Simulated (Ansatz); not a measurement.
The reference is Y in the hcp (Mg type) structure (space group P6_3/mmc, No. 194; a = 3.5943 Å, c = 5.6099 Å; relaxed with 0.1 eV smearing). Axes: x lies along a and z along c of the hexagonal cell.

Level of theory: Kohn–Sham DFT with the PBEsol functional, run in Ansatz (a program for electronic structure) with PAW and 420 eV plane waves, without spin-orbit coupling.

Strains are applied to the cell and any free atomic positions relax.

One change was made to it. Results:

```json
[
 {"quantity": "energy relative to the base (free energy F)", "base": "0 meV/atom", "after": "+0.8 meV/atom"},
 {"quantity": "band gap", "base": "zero", "after": "zero"}
]
```

Problem. Which change produced these results?
A) uniaxial strain ε_zz = +2.50 %
B) uniaxial strain ε_zz = −3.00 %
C) uniaxial strain ε_zz = −1.00 %
D) uniaxial strain ε_zz = +2.00 %
E) uniaxial strain ε_zz = −2.00 %

Solution. C, uniaxial strain ε_zz = −1.00 %. For comparison, the energy relative to the base in the other runs: uniaxial strain ε_zz = +2.00 % gives +3.1 meV/atom; uniaxial strain ε_zz = −2.00 % gives +3.3 meV/atom; uniaxial strain ε_zz = +2.50 % gives +4.9 meV/atom; uniaxial strain ε_zz = −3.00 % gives +7.6 meV/atom.

Whether these cells are dynamically stable was not tested. The final runs are not spin-polarised.
